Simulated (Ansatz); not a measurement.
Base system: HgI2 in the 2H-MoS2 type structure (space group P6_3/mmc, No. 194; a hypothetical phase, not in the database extracts checked).

```yaml
crystal:
  lattice:
    - [4.16616, 0.00000, 0.00000]
    - [-2.08308, 3.60800, 0.00000]
    - [0.00000, 0.00000, 14.18274]
  atoms:
    - { symbol: Hg, position: [0.33333, 0.66667, 0.25000] }
    - { symbol: Hg, position: [0.66667, 0.33333, 0.75000] }
    - { symbol: I, position: [0.33333, 0.66667, 0.61513] }
    - { symbol: I, position: [0.66667, 0.33333, 0.11513] }
    - { symbol: I, position: [0.66667, 0.33333, 0.38487] }
    - { symbol: I, position: [0.33333, 0.66667, 0.88487] }
```

Computed with PBE-D3(BJ)/PAW in Ansatz (a program for electronic structure), no spin-orbit coupling, earlier PAW set.

For the base:

The lattice parameter a comes out as 4.166 Å and the width of the top valence band is 0.64 eV. The smallest direct gap is 0.45 eV.

One thing is altered: full substitution I → Br; the structure is relaxed again.

### Question
What does the calculation give for the lattice parameter a after the change?

### Answer
The lattice parameter a falls by 0.260 Å, from 4.166 Å to 3.906 Å.

### Question
What happens to the width of the top valence band?

### Answer
The width of the top valence band shrinks by 0.25 eV to 0.39 eV.

### Question
How does this affect the smallest direct gap?

### Answer
The smallest direct gap rises by 0.825 eV to 1.27 eV.

Spin-orbit coupling, missing from the scalar runs, can matter with Hg and I. Whether these cells are dynamically stable was not tested. As relaxed here, HgBr2 is a hypothetical phase, not in the database extracts checked.
